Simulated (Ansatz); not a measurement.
**Worked example: self-consistent single point of TaC (Fm-3m, 2 atoms in the cell) in Ansatz (a program for electronic structure)**

Level of theory: PBEsol, default PAW files made with PBE (plane waves; Ansatz).

The input file:

Ansatz 0.2 input:
```yaml
# TaC
crystal:
  lattice:
    - [0.000000, 2.218850, 2.218850]
    - [2.218850, 0.000000, 2.218850]
    - [2.218850, 2.218850, 0.000000]
  atoms:
    - { symbol: Ta, position: [0.000000, 0.000000, 0.000000] }
    - { symbol: C, position: [0.500000, 0.500000, 0.500000] }
basis:
  ecutwfc: 420.0
kpoints:
  mp_grid: { grid: [13, 13, 13] }
hamiltonian:
  xc: pbesol
  pseudopotentials: { kind: paw }
scf:
  occupations: { method: gaussian, width: 0.1 }
output:
  forces: true
  eigenvalues: true
  stress: true
```

Output (repeated stretches shortened):

```
WARN ansatz: RAYON_NUM_THREADS=1 ignored (pool sized by the plan → 1); use --threads N
Pseudopotentials: kind: paw
Pseudopotential: Ta, paw, valence charge 13
Pseudopotential: C, paw, valence charge 4
Crystal: 2 atoms, lattice volume = 21.848 Å³
Basis set: ecut = 420 eV, 411 PW (Γ), exchange–correlation on 48×48×48 points (8 copies of the dense FFT grid, shifted against one another)
Bands: 13, of which v1, the nominal top of the filled ones, is band 9 counted from 1 (8 counted from 0)
Symmetry: 48 space group operations
Space group: Fm-3m (ITA 225), of the structure as read, at distance tolerance 2.8e-5 Å
k-points: 84 of 2197
PAW frozen core: Ta, regenerated for the run's functional, and the local potential with it
PAW frozen core: C, regenerated for the run's functional, and the local potential with it
Initial density: superposition of atomic densities (neutral atoms: chi_scale 0, normalization atom), corrected by the library's trained network
Initial wavefunctions: pseudopotential atomic-orbital guess
Eigensolver: davidson
Functional: x = pbesol(κ = 0.804, μ = 0.12345679012345678), c = pbesol(β = 0.046)
SCF iter   1: F=—  HF=-10054.554488 eV  |F-HF|=—  |Δ(HF+E_count)|=         —  Δρ=8.60e-3  dr2=1.91e-2  ethr=1.77e-3  ⟨swp⟩=5.4  Hψ=5677  notcnv=0
all-band conjugate gradients solve this SCF's bands
preconditioner: auto → none
SCF iter   2: F=—  HF=-10054.551878 eV  |F-HF|=—  |Δ(HF+E_count)|=   2.61e-3  Δρ=5.59e-3  dr2=8.57e-3  ethr=1.13e-4  ⟨swp⟩=1.0  Hψ=1764  notcnv=0
SCF iter   3: F=—  HF=-10054.549872 eV  |F-HF|=—  |Δ(HF+E_count)|=   2.01e-3  Δρ=6.17e-4  dr2=4.44e-5  ethr=5.04e-5  ⟨swp⟩=2.0  Hψ=1346  notcnv=0
SCF iter   4: F=—  HF=-10054.549848 eV  |F-HF|=—  |Δ(HF+E_count)|=   2.35e-5  Δρ=1.36e-4  dr2=2.17e-6  ethr=2.61e-7  ⟨swp⟩=2.5  Hψ=1822  notcnv=0
iter 5 did not close the SCF: its close was put off for the readings that it lacked (scf_convergence_deferred on its scf_iter line)
SCF iter   5: F=-10054.549847 eV  HF=-10054.549847 eV  |F-HF|=3.83e-8  |Δ(HF+E_count)|=   6.26e-7  Δρ=1.74e-5  dr2=5.19e-8  ethr=1.28e-8  ⟨swp⟩=2.1  Hψ=1434  notcnv=0
SCF iter   6: F=-10054.549847 eV  HF=-10054.549847 eV  |F-HF|=3.33e-10  |Δ(HF+E_count)|=   1.29e-8  Δρ=2.75e-6  dr2=5.85e-10  ethr=3.05e-10  ⟨swp⟩=3.5  Hψ=3990  notcnv=0
SCF 1 converged in 6 iterations: F = -10054.549847 eV  dr2 = 5.85e-10
SCF converged after 6 iterations
Free energy (F): -10054.549847 eV
Harris-Foulkes:  -10054.549847 eV  (|F-HF|=3.33e-10)
Internal energy: -10054.547526 eV  (E = F + TS)
E sigma→0 (E₀):  -10054.548687 eV
Entropy (-TS):   -0.002321 eV (-1.161 meV/atom)
Fermi energy:    20.114270 eV
--- Per-component energies (eV) ---
  E_band       = -62.157750
  E_kinetic    = 457.533521
  E_local      = -547.579067  (includes V_loc(G=0)·N_el)
  E_nonlocal   = 43.877539
  E_hartree    = 185.998343
  E_xc         = -266.548468
  E_vxc        = -265.568037  (∫ρ·V_xc dr)
  E_paw        = -8368.053945  (= ΣΔE_a)
  E_vpaw       = -122.418293  (= ΣTr[D̂ρ^β])
  E_aug_tail   = 0.000130  (compensation charges beyond the density's cutoff)
  E_ewald      = -1560.010326
  E_core_change = 0.234747  (= ΣΔE_core)
  E_smearing   = -0.002321  (= −TS)
  E_closure    = 0.000000  (closes the sum)
  Σ components = -10054.549847   (vs F -10054.549847, Δ=0.00e0)
--- Forces (eV/Å), atoms counted from 1 ---
  atom   1  Ta    -0.00000000     0.00000000    -0.00000000
  atom   2  C      0.00000000    -0.00000000     0.00000000
  max |Σ_I F_I| component: 2.70e-30 eV/Å
--- Stress (GPa, compression-positive) ---
        0.454361       0.000000       0.000000
        0.000000       0.454361      -0.000000
        0.000000       0.000000       0.454361
  P = ⅓ Tr σ = 0.4544 GPa (4.544 kbar)
  The stress holds the Pulay correction. Without it, at fixed plane waves, as pw.x and ABINIT print it: P = 0.1474 GPa
--- Band table (eV; the first three rows and the last of 84) ---
  k-point 0: bands = ["-48.5332", "-14.8045", "-14.8045", "-14.8045", "5.2730", "18.7407", "18.7407", "18.7407", "19.6623", "19.6623", "19.6623", "20.7780", "20.7780"]
  k-point 1: bands = ["-48.5304", "-14.8505", "-14.8091", "-14.8091", "5.4427", "17.9296", "18.3310", "18.3310", "19.2516", "19.2516", "20.1215", "21.9342", "21.9342"]
  k-point 2: bands = ["-48.5225", "-14.9761", "-14.8217", "-14.8217", "5.9318", "16.6020", "17.2101", "17.2101", "19.6157", "19.6157", "20.5948", "23.6745", "23.6745"]
  k-point 83: bands = ["-48.4674", "-15.3071", "-15.2455", "-15.0664", "8.3283", "14.5033", "15.0778", "15.3158", "21.3768", "22.0596", "24.3106", "25.2865", "26.8119"]
```

The run converged in 6 iterations.

The starting cell has typed, rounded lattice constants, without a prior relaxation at this level. Its lattice was rescaled by up to half a per cent. Spin-orbit coupling is off. Spin polarisation is off. Ansatz's pressure includes its estimate of the finite-basis (Pulay) stress.
